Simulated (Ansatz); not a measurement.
The reference is MoSi2 (space group I4/mmm, No. 139; a = 3.174 Å, c = 7.777 Å).

Computed with DFT with LDA, PAW potentials and a 420 eV plane-wave cutoff in Ansatz (an electronic-structure program), scalar-relativistic without spin-orbit coupling.

One change was made to it. Results:

```
quantity                          base    after
-----------------------------  -------  -------
shortest interatomic distance  2.563 Å  2.544 Å
c/a ratio                        2.450    2.456
band gap                          zero     zero
```

### Question
Which of these changes matches the shifts?
(A) pressure 2.1 GPa
(B) pressure 0.9 GPa
(C) pressure 9 GPa
(D) pressure 22.5 GPa

### Answer
C, pressure 9 GPa. For comparison, the shortest interatomic distance in the other runs: pressure 0.9 GPa gives 2.560 Å; pressure 22.5 GPa gives 2.517 Å; pressure 2.1 GPa gives 2.558 Å.

Load acts through the strain it causes; cell and atoms are relaxed under it. Whether these cells are dynamically stable was not tested. Competing high-pressure phases were not computed. All final runs are without spin polarisation.
